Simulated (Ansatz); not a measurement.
## The (110) surface of litharge SnO in its 1x1 cell (cut with top plane 2 Sn, bottom plane 2 Sn), relaxed from an ideal cut (the real face may reconstruct), outermost plane spacing 1.36 Å in the ideal cut (one of several cuts of this face), with 2 Sn a cell over the bulk's ratio, from a spin-polarised start

Calculation: PBE with D3(BJ) dispersion (plane waves to 420 eV, PAW; Ansatz, an electronic-structure program).

Set-up: 18 atoms, O8Sn10, 10.8 Å thick at the start; mesh 6x5x1; 0.025 eV smearing; dipole correction on; all atoms relaxed; start symmetry kept, larger cells not searched; spin-polarised from one start with parallel moments (other orders not tried), no spin-orbit, no U. The slab shows no gap over 0.04 eV on its mesh. The starting moment vanished.

* **work function of the top face**: 4.07 eV
* **energy released by relaxation**: 0.061 eV
* **cost**: around 17 core-minutes (rough)
